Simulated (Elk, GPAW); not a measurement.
A GPAW input for a self-consistent single point of RuAl (Pm-3m, 2 atoms in the cell) (DFT PBE, plane waves, GPAW PAW datasets PBE (gpaw-data 1.0.1)):

```python
from ase import Atoms
from ase.units import GPa
from gpaw import GPAW

atoms = Atoms(['Al', 'Ru'],
              cell=[[2.931665, 0.000000, 0.000000],
                    [0.000000, 2.931665, 0.000000],
                    [0.000000, 0.000000, 2.931665]],
              positions=[[1.465833, 1.465833, 1.465833],
                         [0.000000, 0.000000, 0.000000]],
              pbc=True)

calc = GPAW(mode={'name': 'pw', 'ecut': 550},
            xc='PBE',
            kpts=(9, 9, 9),
            occupations={'name': 'methfessel-paxton', 'width': 0.272, 'order': 0},
            nbands=-6,
            convergence={'density': 1e-05},
            symmetry={'symmorphic': False, 'tolerance': 0.0005},
            maxiter=120,
            txt='-')

atoms.calc = calc

energy = atoms.get_potential_energy()
print('Energy (eV):', round(energy, 6))
forces = atoms.get_forces()
print('Forces (eV/Ang):')
print(forces.round(5))
stress = atoms.get_stress()
print('Stress (GPa, Voigt):', (stress / GPa).round(4))
```

Problem. Write the same calculation as an input for Elk.

Solution. This is the input that was run; spellings and numerical settings could be chosen otherwise.

```
tasks
  0

xctype
  20

rgkmax
  7.5

gmaxvr
  14.0

nxoapwlo
  1

rmtscf
  0.96

stype
  0

swidth
  0.00999582

maxscl
  100

avec
    5.5400439392    0.0000000000    0.0000000000
    0.0000000000    5.5400439392    0.0000000000
    0.0000000000    0.0000000000    5.5400439392

atoms
  2
  'Al.in'
  1
  0.5000000000  0.5000000000  0.5000000000    0.0 0.0 0.0
  'Ru.in'
  1
  0.0000000000  0.0000000000  0.0000000000    0.0 0.0 0.0

ngridk
  9 9 9
```

Basis settings and potentials, where a program has them, do not carry over. This input uses DFT, PBE, all-electron FP-LAPW, Elk's shipped species files, LAPW+lo basis.

The starting cell has typed, rounded lattice constants, without a prior relaxation at this level. Its lattice was rescaled by a random factor within 2.5 % of one. For this run, on top of that: lattice scaled by 0.98.
